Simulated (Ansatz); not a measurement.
Base system: Ga2O3 in the corundum structure (space group R-3c, No. 167; a = 4.9845 Å, c = 13.4410 Å (hexagonal axes)). Axes: x lies along a and z along c of the hexagonal cell.

Level of theory: r2SCAN (Ansatz, a quantum-chemistry and plane-wave program), spin-orbit coupling left out, earlier PAW set.

Base values:

| Quantity | Result |
|---|---|
| Gap character | indirect, Γ–S₀ (50 % along) → Γ |

One thing is altered: uniaxial stress, 2 GPa tension along z, with the cell and atoms free to relax against it.

What happens to the strain response?

The strain response (xx, yy, zz) amounts to (−0.14, −0.14, +0.64) %.

Estimate the effect on the gap character.

The gap character is still indirect, Γ–S₀ (50 % along) → Γ.

What does the calculation give for the energy relative to the base after the change?

The energy goes up by 0.4 meV/atom.

Beyond what the load breaks, stability against distortions was not tested.
